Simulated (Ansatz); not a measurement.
Base system: TiAl (space group P4/mmm, No. 123; relaxed with 0.1 eV smearing).

```xyz
2
Lattice="2.8127 0.0000 0.0000 0.0000 2.8127 0.0000 0.0000 0.0000 4.0619" Properties=species:S:1:pos:R:3 pbc="T T T"
Al     1.4063     1.4063     2.0310
Ti     0.0000     0.0000     0.0000
```

Cartesian axes are those of the cell as printed.

Method: r2SCAN (Ansatz, a program for electronic structure, PAW, scalar-relativistic without spin-orbit coupling), earlier PAW set.

Before the change:

| Quantity | Result |
|---|---|
| Volume per atom | 16.07 Å³ |
| Pressure | 0.0 GPa |

It is then changed as follows: compressive biaxial strain of 4.36 % in the plane normal to [001], as in epitaxy on a mismatched substrate; the out-of-plane cell vector and the atoms relax.

Problem. Predict the new volume per atom.

Solution. The volume per atom decreases by 0.76 Å³, from 16.07 Å³ to 15.31 Å³.

Problem. Predict the new pressure.

Solution. The pressure (mean of the normal stresses, compression positive) goes from zero to 6.4 GPa.

No phonon test of stability was made. All final runs are without spin polarisation.
